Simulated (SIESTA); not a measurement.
A user runs SIESTA on Li₂MnO₂F (P1, 24 atoms in the cell) and asks whether the run is sound. The aim is a self-consistent single point with DFT, LDA PW92, numerical atomic orbitals DZP, PseudoDojo LDA standard norm-conserving potentials (rewritten from UPF to PSML).

Input as run:

```
# files in the folder: Li.psml Mn.psml O.psml F.psml (PseudoDojo LDA standard)
SystemName  Li2MnO2F
SystemLabel li2mno2f

NumberOfAtoms                24
NumberOfSpecies              4
%block ChemicalSpeciesLabel
  1 3 Li
  2 25 Mn
  3 8 O
  4 9 F
%endblock ChemicalSpeciesLabel
LatticeConstant              5.206704 Ang
%block LatticeVectors
     0.497372234   -0.867537313    0.000000000
     0.497372234    0.867537313    0.000000000
    -0.308095870    0.000000000    1.853966732
%endblock LatticeVectors
AtomicCoordinatesFormat      Ang
%block AtomicCoordinatesAndAtomicSpecies
     0.156477246    0.818080198    7.209278690  1
     3.434723130    0.851903569    2.404759658  1
     3.496021827   -2.253811827    2.376234877  1
     0.070261164   -2.235264984    7.309795962  1
     1.737613600    3.708623305    4.853527598  1
     0.798788023   -0.827701429    2.430398174  1
     2.818962097   -0.832006140    7.115055210  1
     1.822898617   -2.212955471    4.808370602  1
     2.621202826    2.286257509   -0.024316048  2
     1.772578728    0.923462041    4.861385185  2
     2.593417004   -0.822037099    0.043728344  2
     2.559953417   -3.837380675   -0.032241207  2
     1.541256896    0.589560145    1.066247607  3
     1.948347064    0.517265400    8.623345210  3
     1.089872061    2.178061569    5.955037818  3
     2.533827420    2.200687272    3.660332652  3
    -0.561559626   -0.735866099    8.518725389  3
     4.146543940   -0.724582608    1.176881281  3
     1.837890613   -2.172690844    1.119464904  3
     1.820558967   -2.176033431    8.504574009  3
    -0.018914352    0.730373415    3.658932958  4
     3.576509977    0.757484509    6.057089926  4
     1.022066784   -0.624539871    5.932690993  4
     2.489063168   -0.623984278    3.727788207  4
%endblock AtomicCoordinatesAndAtomicSpecies

XC.functional                LDA
XC.authors                   PW92
PAO.BasisSize                DZP
PAO.EnergyShift              0.01 Ry
PAO.Polarization.NonPerturbative true
MeshCutoff                   350 Ry
%block kgrid.MonkhorstPack
    4   0   0  0.0
    0   4   0  0.0
    0   0   2  0.0
%endblock kgrid.MonkhorstPack
OccupationFunction           FD
ElectronicTemperature        10.0 meV
Spin                         polarized
%block DM.InitSpin
  1 +0.00
  2 +0.00
  3 +0.00
  4 +0.00
  5 +0.00
  6 +0.00
  7 +0.00
  8 +0.00
  9 +4.00
  10 +4.00
  11 +4.00
  12 +4.00
  13 +0.00
  14 +0.00
  15 +0.00
  16 +0.00
  17 +0.00
  18 +0.00
  19 +0.00
  20 +0.00
  21 +0.00
  22 +0.00
  23 +0.00
  24 +0.00
%endblock DM.InitSpin

MaxSCFIterations             150
SCF.Mixer.Method             Pulay
SCF.Mixer.Weight             0.1
SCF.Mixer.History            6
SCF.DM.Tolerance             1.0E-01
SCF.H.Tolerance              1.0 eV
Diag.ParallelOverK           true
WriteForces                  true
Charge.Mulliken              end
```

Output, abridged:

```
reinit: Reading from file input.fdf

reinit: System Name: Li2MnO2F
reinit: System Label: li2mno2f

NOTE on units for spin output:
{S} is the spin magnetic moment, in units of the Bohr magneton,
assuming a g-factor for the electron spin of exactly 2.
   [... lines left out ...]
diag: Absolute tolerance                            =  0.100E-15
diag: Orthogonalization factor                      =  0.100E-05
diag: Memory factor                                 =  1.0000

superc: Internal auxiliary supercell:     7 x     7 x     3  =     147
superc: Number of atoms, orbitals, and projectors:   3528  41160  42924

                        Single-point calculation

superc: Internal auxiliary supercell:     7 x     7 x     3  =     147
superc: Number of atoms, orbitals, and projectors:   3528  41160  42924

outcell: Unit cell vectors (Ang):
        2.589670   -4.517010    0.000000
        2.589670    4.517010    0.000000
       -1.604164    0.000000    9.653056

outcell: Cell vector modules (Ang)   :    5.206704    5.206704    9.785440
outcell: Cell angles (23,13,12) (deg):     94.6769     94.6769    120.3474
outcell: Cell volume (Ang**3)        :    225.8345
new_DM -- step:     1
Initializing Density Matrix...

Attempting to read DM from file... Failed...
DM filled with atomic data (user-defined):

InitMesh: MESH = 54 x 54 x 120 = 349920
InitMesh: Mesh cutoff (required, used) =   350.000   394.991 Ry

stepf: Fermi-Dirac step function
        iscf     Eharris(eV)        E_KS(eV)     FreeEng(eV)     dDmax    Ef(eV) dHmax(eV)
   scf:    1   -19312.177593   -19564.521558   -19564.523584  0.738046 -2.659897 44.806028
     spin moment: {S} , |S| = {        0.0        0.0   14.79598 }    14.79598
   scf:    2   -19637.670676   -19632.478512   -19632.483040  0.558553 -4.810045 39.722490
     spin moment: {S} , |S| = {        0.0        0.0   15.36527 }    15.36527
   scf:    3   -19630.596164   -19654.242325   -19654.246309  0.491029 -5.247317 23.373593
   [... lines left out ...]
     spin moment: {S} , |S| = {        0.0        0.0   15.74453 }    15.74453
   scf:    5   -19676.001734   -19675.638634   -19675.640388  0.042069 -6.816916  1.996940
     spin moment: {S} , |S| = {        0.0        0.0   15.89019 }    15.89019
   scf:    6   -19675.820225   -19675.744990   -19675.746704  0.012757 -6.841565  1.282700
     spin moment: {S} , |S| = {        0.0        0.0   15.87699 }    15.87699
   scf:    7   -19675.915827   -19675.845454   -19675.847179  0.008565 -6.862163  0.533859
     spin moment: {S} , |S| = {        0.0        0.0   15.88594 }    15.88594
SCF Convergence by DM+H criterion
max |DM_out - DM_in|         :     0.0085646693
max |H_out - H_in|      (eV) :     0.5338593903
SCF cycle converged after 7 iterations

Using DM_out to compute the final energy and forces

siesta: E_KS(eV) =           -19675.8455

siesta: E_KS - E_eggbox =    -19675.8455

siesta: Atomic forces (eV/Ang):
     1   -0.054593   -0.072743   -0.082207
     2   -0.021996   -0.085911    0.408408
     3    0.138553   -0.098713    0.201319
   [... 21 lines left out ...]
   Tot   -0.011813   -0.007922    0.000507
   Max    1.457412
   Res    0.386492    sqrt( Sum f_i^2 / 3N )
   Max    1.457412    constrained

Stress tensor Voigt[x,y,z,yz,xz,xy] (kbar):      118.88      126.02      104.72       -0.22       -9.44        1.41
   [... lines left out ...]
siesta: FreeEng =    -19675.847179
siesta: Cell volume =        225.834505 Ang**3
siesta:        -116.53862739       -131.14224513  kBar
   [... lines left out ...]
    18    -0.613281    6.613281    0.098116  O
    19    -0.625530    6.625530    0.093806  O
    20    -0.599075    6.599075    0.080073  O
    21    -0.305417    7.305417    0.046548  F
    22    -0.308909    7.308909    0.044249  F
    23    -0.300779    7.300779    0.013507  F
    24    -0.300519    7.300519    0.006865  F
 Total     0.000000               15.885944
```

Problem. Is this run sound? If not, what is wrong?

Solution. The run is not sound. The fault is a convergence threshold that is too loose. A loop that stops early leaves an energy error of second order in the density error, but errors of first order in forces and stress. To fix it, tighten the threshold. The run converged in 7 iterations without an error; against the sound input the free energy rises by 3.3 meV/atom, the pressure goes from -12.04 to -11.65 GPa, the largest force goes from 1.779 to 1.737 eV/Å and the size of the net moment stays at 0.66 μB/atom.

An input that runs soundly differs in these lines (not the only fix; some lines may just follow from the change or write a value another way):
```diff
-SCF.DM.Tolerance             1.0E-01
-SCF.H.Tolerance              1.0 eV
+SCF.DM.Tolerance             1.0E-05
```

With that input, the run converged in 26 iterations: free energy E − TS -19675.9265 eV; Fermi level (on the code's own zero) -6.89 eV; pressure -12.04 GPa; largest force (vector length) 1.779 eV/Å; size of the cell's spin moment 15.87 μB (DFT, LDA PW92, numerical atomic orbitals DZP, PseudoDojo LDA standard norm-conserving potentials (rewritten from UPF to PSML)).

On the sound input: the starting cell comes from a database of computed structures (which also holds hypothetical and non-ambient phases and stackings), without a prior relaxation at this level. Its atoms were displaced at random from the sites of space group no. 5. The magnetic order is the one reached from the typed start; others were not searched systematically. Values carry the incompleteness of an atom-centred basis. With a pressure of about -12 GPa the cell is away from its equilibrium volume at this level. Forces in this geometry exceed 1 eV/Å.
